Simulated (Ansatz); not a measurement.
H on the 1x1 (110) surface of rutile TiO2 (cut with top plane O), one in a 1x1 cell, energies for each (19.5 Å²). Energies are against ½ H2(g), without zero-point or thermal terms; each row is named by its start.

Host crystal: rutile TiO2, with a band gap (PBE, scalar-relativistic without spin-orbit coupling).

All values below come from PBE (plane waves to 420 eV, PAW; Ansatz, an electronic-structure program).

Model: 25-atom slab, 12.7 Å thick at the start under the adsorbate, 8x3x1 mesh, Fermi-Dirac 0.01 eV, dipole correction, 12 atoms held, the rest relaxed; each run with such symmetry as its start has; spin-polarised, no spin-orbit, no U, no dispersion correction.

A negative adsorption energy means that the adsorbate is more stable on the surface than in its reference. Heights count from the host atoms within 0.3 Å of the top one. Moments of ungapped slabs depend on the mesh.

| starting site | E_ads (eV) | height (Å) | nearest host atom (Å) | bonded to | change of the vacuum step (eV) | lateral drift (Å) | moment (μB) |
|---|---|---|---|---|---|---|---|
| top O | 0.29 | 0.96 | O 0.96 | O | -3.13 | 0.0 | 0.7 |
| over Ti at depth 1.1 Å (the adsorbate is not bonded to the surface) | 2.28 | 3.36 | O 3.67 | none within bonding distance | 0.04 | 0.0 | 1.0 |
| over O at depth 1.2 Å | 0.75 | 0.13 | O 0.97 | O | -1.78 | 0.0 | 0.9 |
